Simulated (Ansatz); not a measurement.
Output of an Ansatz run (abridged):

```
WARN the atoms were moved onto the symmetric positions of the space group found under crystal.symmetry.tolerance 1.0e-5 (fractional …
WARN ansatz: RAYON_NUM_THREADS=1 ignored (pool sized by the plan → 1); use --threads N
Pseudopotentials: kind: paw
Pseudopotential: Zr, paw, valence charge 12
Pseudopotential: Se, paw, valence charge 16
Pseudopotential: S, paw, valence charge 6
Crystal: 3 atoms, lattice volume = 76.617 Å³
Basis set: ecut = 420 eV, 1521 PW (Γ)
Bands: 21, of which v1, the nominal top of the filled ones, is band 17 counted from 1 (16 counted from 0)
Symmetry: 6 space group operations
Space group: P3m1 (ITA 156), of the structure as read, at distance tolerance 4.2e-5 Å
k-points: 35 of 256 (time reversal used)
PAW frozen core: Zr, regenerated for the run's functional, and the local potential with it
PAW frozen core: Se, regenerated for the run's functional, and the local potential with it
PAW frozen core: S, regenerated for the run's functional, and the local potential with it
Initial density: superposition of atomic densities (neutral atoms: chi_scale 0, normalization atom), corrected by the library's trained network
Initial wavefunctions: pseudopotential atomic-orbital guess
Eigensolver: davidson
Functional: x = slater, c = lda
SCF iter   1: F=—  HF=-10334.547453 eV  |F-HF|=—  |Δ(HF+E_count)|=         —  Δρ=5.78e-3  dr2=3.37e-2  ethr=1.77e-3  ⟨swp⟩=6.1  Hψ=3281  notcnv=0
all-band conjugate gradients solve this SCF's bands
preconditioner: auto → Resta (q_TF=auto, 2.383 Å⁻¹)
SCF iter   2: F=—  HF=-10334.541266 eV  |F-HF|=—  |Δ(HF+E_count)|=   6.19e-3  Δρ=2.76e-3  dr2=3.32e-3  ethr=9.92e-5  ⟨swp⟩=2.0  Hψ=1186  notcnv=0
SCF iter   3: F=—  HF=-10334.540742 eV  |F-HF|=—  |Δ(HF+E_count)|=   5.24e-4  Δρ=1.06e-3  dr2=6.21e-4  ethr=9.77e-6  ⟨swp⟩=1.7  Hψ=802  notcnv=0
SCF iter   4: F=—  HF=-10334.540689 eV  |F-HF|=—  |Δ(HF+E_count)|=   5.29e-5  Δρ=1.82e-4  dr2=4.79e-5  ethr=1.83e-6  ⟨swp⟩=2.5  Hψ=1104  notcnv=0
SCF iter   5: F=—  HF=-10334.540691 eV  |F-HF|=—  |Δ(HF+E_count)|=   1.80e-6  Δρ=6.87e-5  dr2=7.12e-6  ethr=1.41e-7  ⟨swp⟩=2.0  Hψ=1295  notcnv=0
SCF iter   6: F=—  HF=-10334.540690 eV  |F-HF|=—  |Δ(HF+E_count)|=   2.61e-7  Δρ=2.54e-5  dr2=8.40e-7  ethr=2.09e-8  ⟨swp⟩=2.0  Hψ=1295  notcnv=0
SCF iter   7: F=-10334.540691 eV  HF=-10334.540691 eV  |F-HF|=1.76e-8  |Δ(HF+E_count)|=   2.37e-7  Δρ=7.37e-6  dr2=7.32e-8  ethr=2.94e-10  ⟨swp⟩=3.0  Hψ=3157  notcnv=0
SCF 1 converged in 7 iterations: F = -10334.540691 eV  dr2 = 7.32e-8
SCF converged after 7 iterations
Free energy (F): -10334.540691 eV
Harris-Foulkes:  -10334.540691 eV  (|F-HF|=1.76e-8)
Internal energy: -10334.540691 eV  (E = F + TS)
E sigma→0 (E₀):  -10334.540691 eV
Fermi energy:    7.312572 eV
--- Per-component energies (eV) ---
  E_band       = -567.643855
  E_kinetic    = 557.618171
  E_local      = -4041.403909  (includes V_loc(G=0)·N_el)
  E_nonlocal   = -477.858144
  E_hartree    = 1822.421770
  E_xc         = -360.207780
  E_vxc        = -376.638133  (∫ρ·V_xc dr)
  E_paw        = -5243.973728  (= ΣΔE_a)
  E_vpaw       = 125.786996  (= ΣTr[D̂ρ^β])
  E_aug_tail   = -0.000582  (compensation charges beyond the density's cutoff)
  E_ewald      = -2593.877449
  E_core_change = 2.740961  (= ΣΔE_core)
  E_smearing   = -0.000000  (= −TS)
  E_closure    = -0.000000  (closes the sum)
  Σ components = -10334.540691   (vs F -10334.540691, Δ=0.00e0)
--- Forces (eV/Å), atoms counted from 1 ---
  atom   1  Zr     0.00000000     0.00000000     0.07789414
  atom   2  Se     0.00000000     0.00000000     0.34715803
  atom   3  S      0.00000000     0.00000000    -0.42506884
  max |Σ_I F_I| component: 1.67e-5 eV/Å
--- Stress (GPa, compression-positive) ---
       -5.587998       0.000000       0.000000
        0.000000      -5.587998       0.000000
        0.000000       0.000000      -3.914074
  P = ⅓ Tr σ = -5.0300 GPa (-50.300 kbar)
  The stress holds the Pulay correction. Without it, at fixed plane waves, as pw.x and ABINIT print it: P = -5.0518 GPa
--- Band table (eV; the first three rows and the last of 35) ---
  k-point 0: bands = ["-42.1679", "-39.7323", "-39.7323", "-39.7253", "-39.7253", "-39.7212", "-20.2566", "-20.1434", "-20.1434", "-5.8583", "-4.6239", "2.5820", "4.1592", "4.1592", "6.8075", "7.0180", "7.0180", "8.1947", "8.1947", "8.8757", "11.5761"]
  k-point 1: bands = ["-42.1679", "-39.7323", "-39.7323", "-39.7253", "-39.7253", "-39.7212", "-20.2567", "-20.1434", "-20.1434", "-5.7782", "-4.7473", "2.9333", "4.1716", "4.1716", "6.0115", "6.9668", "6.9668", "8.1842", "8.1842", "9.0880", "11.7133"]
  k-point 2: bands = ["-42.1679", "-39.7323", "-39.7323", "-39.7253", "-39.7253", "-39.7212", "-20.2568", "-20.1434", "-20.1434", "-5.6758", "-4.8916", "3.4549", "4.1842", "4.1842", "5.1826", "6.9168", "6.9168", "8.1735", "8.1735", "9.1836", "11.8577"]
  k-point 34: bands = ["-42.1539", "-39.7320", "-39.7310", "-39.7254", "-39.7250", "-39.7208", "-20.3096", "-20.2528", "-20.2056", "-4.7723", "-4.6173", "3.1012", "3.4937", "4.0780", "4.7608", "5.0496", "5.3934", "8.6498", "9.4172", "9.6089", "11.5666"]
```

The structure:

```xyz
3
Lattice="3.7613 0.0000 0.0000 -1.8806 3.2574 0.0000 0.0000 0.0000 6.2535" Properties=species:S:1:pos:R:3 pbc="T T T"
Zr     0.0000     0.0000     0.0782
Se     1.8806     1.0858     4.7113
S      0.0000     2.1716     1.4640
```

Problem. Reconstruct the input of this run.

Solution. Other spellings and defaults could give the same log, and not every line can be read from it. The input that was run (DFT, LDA (PW92), plane waves, default PAW files made with PBE):

Ansatz 0.2 input:
```yaml
crystal:
  lattice:
    - [3.761270, 0.000000, 0.000000]
    - [-1.880635, 3.257356, 0.000000]
    - [0.000000, 0.000000, 6.253524]
  atoms:
    - { symbol: Zr, position_ang: [0.000000, 0.000000, 0.078232] }
    - { symbol: Se, position_ang: [1.880637, 1.085784, 4.711280] }
    - { symbol: S, position_ang: [-0.000002, 2.171572, 1.464013] }
basis:
  ecutwfc: 420.0 eV
kpoints:
  mp_grid: { grid: [8, 8, 4] }
hamiltonian:
  xc: lda
  pseudopotentials: { kind: paw }
scf:
  occupations: { method: fermi_dirac, width: 0.02 eV }
output:
  forces: true
  eigenvalues: true
  stress: true
```

The starting cell comes from a database of computed structures (which also holds hypothetical and non-ambient phases and stackings), without a prior relaxation at this level. Its lattice was rescaled by up to half a per cent. With a pressure of about -5 GPa the cell is away from its equilibrium volume at this level. Ansatz's pressure includes its estimate of the finite-basis (Pulay) stress.

Ansatz is a quantum-chemistry and plane-wave program.
